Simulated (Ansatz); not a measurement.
Take CrO₂ in the rutile structure (space group P4_2/mnm, No. 136; a = 4.3924 Å, c = 2.8875 Å; ferromagnetic) as the base. Axes: x, y, z lie along a, b, c of the conventional cell.

All numbers come from Ansatz (a quantum-chemistry and plane-wave program), PBEsol, PAW, cutoff 420 eV, no spin-orbit coupling.

Base values:

```
Item                    Result
---------------  -------------
Volume per atom        9.28 Å³
Pressure               0.0 GPa
Magnetic state   ferromagnetic
```

The change: compressive biaxial strain of 1.43 % in the plane normal to [001], as in epitaxy on a mismatched substrate; the out-of-plane cell vector and the atoms relax.

Problem. What happens to the volume per atom?

Solution. The volume per atom falls by 0.16 Å³ (9.28 Å³ → 9.12 Å³).

Problem. Predict the new pressure.

Solution. The pressure (mean of the normal stresses, compression positive) goes from zero to 4.2 GPa.

Problem. Estimate the effect on the magnetic state.

Solution. The magnetic state remains ferromagnetic.

Without a gap, meshes like the base's 11×11×16 leave anisotropic stresses uncertain by several tenths of a GPa, and small strain energies with them. Whether these cells are dynamically stable was not tested. No Hubbard U is applied and the magnetic state is the run's own (CrO2 ferromagnetic); other magnetic orders, which need larger cells, were not tried and can change the gap. The base started in Pnnm and relaxed to P4_2/mnm at this level.
